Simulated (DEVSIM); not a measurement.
System: illuminated Si p-on-n cell, one wavelength, at 300 K.

Layer 1 from the left is Si, thickness (μm) 0.450, Na (cm⁻³) 1.4e18, τn (s) 1e-6, τp (s) 8.6e-6, absorption coefficient (cm⁻¹) 2200. Layer 2 from the left is Si, thickness (μm) 140, Nd (cm⁻³) 2.5e17, τn (s) 4.8e-5, τp (s) 4.8e-5, absorption coefficient (cm⁻¹) 2200.

Left contact: ohmic, minority electron recombination velocity 1000 cm/s. Right contact: ohmic, minority hole recombination velocity 1e5 cm/s. Voltage is applied to the left contact. Recombination: SRH at mid-gap, radiative, Auger. Light enters at the left, 1.7e17 photons cm⁻² s⁻¹, one pass, no reflection. Mobility is μmin + (μ − μmin)/(1 + (N/Nref)^α).

The device is made up for the run: typed textbook-type constants, with dimensions and the other settings drawn at random. Values at 300 K.

Si: gap (eV) 1.124, affinity (eV) 4.05, permittivity 11.7, Nc (cm⁻³) 2.86e19, Nv (cm⁻³) 3.1e19, μn (cm²/Vs) 1417, μp (cm²/Vs) 470, μn,min 52, μp,min 45, Nref,n 9.7e16, Nref,p 2.2e17, αn 0.68, αp 0.72, B (cm³/s) 4.7e-15, Cn (cm⁶/s) 2.8e-31, Cp (cm⁶/s) 9.9e-32.

Model (solved in DEVSIM): 1D drift-diffusion, Boltzmann statistics, complete ionisation; no tunnelling, impact ionisation, image-force lowering or self-heating.

Problem. What does the simulation give for the short-circuit current, the fill factor?

Solution. short-circuit current 26.2 mA/cm²; fill factor 0.84.
